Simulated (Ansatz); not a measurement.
The starting structures come from a database of crystals and need not be the phases stable at ambient conditions.

The decay constant κ of evanescent states in the gap governs leakage through a thin film.

Given:

```xyz
6
Lattice="3.4844 0.0000 0.0000 -1.7422 3.0176 0.0000 0.0000 0.0000 11.3946" Properties=species:S:1:pos:R:3 pbc="T T T"
Na     1.7422     1.0059    10.1855
Na     0.0000     2.0117     4.4882
Tl     0.0000     2.0117     1.3186
Tl     1.7422     1.0059     7.0159
O      0.0000     0.0000    11.2852
O      0.0000     0.0000     5.5879
```

Space group of this cell: P6_3mc. The cell is taken as given.

Transport runs along the normal of the first two printed cell vectors, the (001) plane of the conventional cell.

No gap correction and no spin-orbit coupling; mid-gap values are interpolated between computed energies.

**Question.** Predict the band gap and the smallest decay constant κ at mid-gap from r2SCAN run with Ansatz (a first-principles code).

**Answer.** Gap 1.38 eV on a 12×12×4 mesh; κ = 0.170 1/Å, at the zone centre.
